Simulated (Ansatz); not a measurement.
For WC (model structure, started from the NiAs type, P6₃/mmc, No. 194, 4 atoms in the cell), PBE (PAW; Ansatz, a quantum-chemistry and plane-wave program) gives:

```
Item                             Result
------------------------------  -------
equilibrium lattice constant a  2.917 Å
lattice parameter c             5.752 Å
```

Task: What does PBE-D3(BJ) (Ansatz, PAW) give for the same quantities?

Result: 
- lattice constant a: 2.897 Å (decreases by 0.7 %)
- lattice parameter c: 5.726 Å (falls by 0.5 %)

Changes are worked out from the printed values.

Unless a cell is named, each level is at its own relaxed cell (PBE 10.60, PBE-D3(BJ) 10.40 Å³/atom).

Levels without +SOC leave out spin–orbit coupling, which shifts energies and cells of such heavy elements.

Ansatz's density-functional and Hartree–Fock values are scalar-relativistic unless marked +SOC, with PAW data made under PBE.

A model structure was made by putting elements into a prototype or built by hand; it is no filed structure, need not be a known phase, and can be a saddle point held by its symmetry.
